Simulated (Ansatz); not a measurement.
Point-defect migration in rock-salt MgO

Some mobile defects of rock-salt MgO. Calculation: PBE, PAW (plane waves to 420 eV; Ansatz, a program for electronic structure).

Each figure is the lowest single hop between equivalent sites among the routes that converged and passed our checks, counted from the lowest site run. It need not be the barrier to long-range diffusion, and untried routes may lie lower. Climbing-image NEB, static nuclei, fixed cells, no finite-size correction; on the finer meshes named, energies are single points at the band's geometries. Saddle orders were checked for a part of the study's bands only and are not shown. Vacancies start on their lattice site; split forms were not set up. Charge states are imposed.

| Defect | Route | Hop (Å) | Direction in the unit cell | Neighbours at the saddle | Cell | Barrier (eV) |
|---|---|---|---|---|---|---|
| interstitial K, charge +1 | K moves farthest | 2.11 | (0.50, 0.00, 0.00) | Mg at 2.13, Mg at 2.14; 2 O at 2.06, 2 O at 2.51, 2 O at 2.53 Å | 64 sites, 2×2×2 shifted | 0.56 |
| interstitial Na, charge +1 | Na moves farthest | 2.11 | (0.00, 0.00, -0.50) | Mg at 2.06, Mg at 2.07; 2 O at 1.89, O at 2.46 Å | 64 sites, 2×2×2 shifted | 0.59 |
| interstitial F, charge -1 | F moves farthest | 2.12 | (0.50, 0.00, 0.00) | 2 Mg at 1.78; 2 O at 2.10 Å | 64 sites, 2×2×2 shifted | 0.96 |
| interstitial Mg, charge +2 | Mg moves farthest | 1.74 | (-0.31, 0.19, 0.19) | Mg at 2.11, Mg at 2.34; 2 O at 1.80, 2 O at 2.07 Å | 64 sites, 2×2×2 shifted | 1.16 |
| interstitial Li, charge +1 | Li moves farthest | 2.12 | (0.50, 0.00, 0.00) | Mg at 1.97, Mg at 1.99; 2 O at 1.66 Å | 64 sites, 2×2×2 shifted | 1.38 |
| Mg vacancy, charge -2 | a nearby Mg jumps into the vacancy | 2.84 | (0.00, -0.47, -0.47) | 2 O at 1.81 Å | 64 sites, 2×2×2 shifted | 2.00 |
| O vacancy, charge +2 | a nearby O jumps into the vacancy | 2.86 | (0.00, 0.48, 0.48) | 2 Mg at 1.81 Å | 64 sites, 2×2×2 shifted | 2.12 |
